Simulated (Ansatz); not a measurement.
CaO (model structure, started from the wurtzite type, P6₃/mmc, No. 194, 4 atoms in the cell) was calculated with r²SCAN+rVV10 in Ansatz (plane waves, PAW).

Run with plane-wave cutoff 560 eV, 12×12×6 k mesh (along the axes of the cell as run), Fermi–Dirac smearing 0.01 eV, scalar-relativistic PAW data made under PBE.

Cell (relaxed at this level):

```
CaO
1.0
    3.96850     0.00000     0.00000
   -1.98425     3.43682     0.00000
    0.00000     0.00000     4.75847
Ca O
2 2
Cartesian
  1.98425   1.14561   0.29788
  0.00000   2.29121   2.67711
  1.98425   1.14561   2.67711
  0.00000   2.29121   0.29788
```

Problem. Estimate the band gap that the calculation returns.

Solution. 
- band gap: 3.56 eV (direct)

Note: the relaxation could raise the start's symmetry but not lower it, so the cell can be a saddle point.

Static lattice: no zero-point or thermal effects.

A model structure was made by putting elements into a prototype or built by hand; it is no filed structure, need not be a known phase, and can be a saddle point held by its symmetry.

Ansatz is a first-principles code.
